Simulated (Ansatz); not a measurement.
ZnCu₂GeS₄ (Pmn2₁, No. 31, 16 atoms in the cell; start mp-1105527)

Calculation: LDA (PAW; Ansatz, a quantum-chemistry and plane-wave program).

Numerical settings: plane-wave cutoff 500 eV, 6×6×8 k mesh (along the axes of the cell as run), gaussian smearing 0.02 eV, no spin polarisation, scalar-relativistic PAW data made under PBE.

Cell (relaxed at this level):

```
Cu2ZnGeS4
1.0
    7.29976     0.00000     0.00000
    0.00000     6.35813     0.00000
    0.00000     0.00000     6.06670
Zn Cu Ge S
2 4 2 8
Direct
  0.50000   0.15759   0.99986
  0.00000   0.84241   0.49986
  0.74912   0.32975   0.50684
  0.75088   0.67025   0.00684
  0.25088   0.32975   0.50684
  0.24912   0.67025   0.00684
  0.50000   0.83318   0.49969
  0.00000   0.16682   0.99969
  0.50000   0.82077   0.86942
  0.00000   0.17923   0.36942
  0.50000   0.16485   0.37932
  0.00000   0.83515   0.87932
  0.75357   0.34077   0.87352
  0.74643   0.65923   0.37352
  0.24643   0.34077   0.87352
  0.25357   0.65923   0.37352
```

```yaml
band_gap: 0.57 eV (on the SCF k mesh)
```

Note: the relaxation could not lower the start's symmetry, so the cell can be a saddle point above a distorted one.

Spin–orbit coupling is not included.

A start named mp-… is a Materials Project structure, which need not be a measured phase.
